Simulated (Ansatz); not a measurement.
# Ta under a change: biaxial strain −1.25 %, plane normal [111], relaxed out of plane

Take Ta in the bcc (W type) structure (space group Im-3m, No. 229; a = 3.282 Å; relaxed with 0.1 eV smearing) as the base. Axes: x, y, z lie along the cube axes.

Modification: compressive biaxial strain of 1.25 % in the plane normal to [111], as in epitaxy on a mismatched substrate; the out-of-plane cell vector and the atoms relax.

Level of theory: PBEsol/PAW in Ansatz (an electronic-structure program), no spin-orbit coupling. k-mesh 28×28×28 (Γ-centred); smearing 0.1 eV (Fermi–Dirac).

The volume per atom decreases by 0.21 Å³ to 17.47 Å³ and the space group changes from Im-3m (No. 229) to R-3m (No. 166). The shortest interatomic distance shrinks by 0.0274 Å to 2.815 Å and the energy rises by 5.4 meV/atom. The band gap remains zero and the out-of-plane strain amounts to +1.30 %. The ratio −ε⊥/ε∥ comes out as 1.04 and the mean in-plane stress (compression positive) amounts to +3.9 GPa.

Stability against distortions was not tested. The final runs are not spin-polarised.
